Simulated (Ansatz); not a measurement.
Formation energy of In_Al in Al (fcc, Fm-3m): levels of theory

Consider the formation energy of In_Al in Al (fcc, Fm-3m). Reaction: 63 Al (fcc) + In (I4/mmm) → cell A.

A: a supercell of 64 sites of Al (fcc, Fm-3m) with In on an Al site (12 Al at 2.92 Å); spin state with PBE: run without spin.

Setting: static, neutral cells in Ansatz (PAW) whose structures rest at the PBE level. Ansatz (an electronic-structure program) runs with its default PAW set. Other levels take these structures. The lattices are those relaxed with PBE, so at other levels the solids can be strained, which adds to the spread. Larger cells are relaxed from a start prepared with the learned potential CHGNet, on a coarser mesh till forces fall under 0.03 eV/Å, which some starts already meet. A dispersion term (D3(BJ), or D4 for r2SCAN) was computed beside these levels and is taken off wherever the name lacks it. Spin-orbit coupling is left out. Mesh and cell size may move defect energies by 0.1 eV or more. Cell A has symmetry Fm-3m within 0.02 Å and got no random move, so less symmetric positions, which may lie lower, weren't tried.

| Level | value (eV) |
|---|---|
| PBE | 0.82 |
| PBE+D3(BJ) | 0.61 |
| LDA | 0.44 |
| PBEsol | [?] |
| RPBE | 0.96 |
| r2SCAN+D4 | 0.63 |

Question: Fill in the missing entries.

Answer: 
- PBEsol, value (eV): 0.59

The levels shown span 0.52 eV, from LDA (0.44) to RPBE (0.96).

Rough cost of one single point on cell A, against PBEsol's on the same shared machine and with each level's own mesh and cutoff: r2SCAN about 2 times.
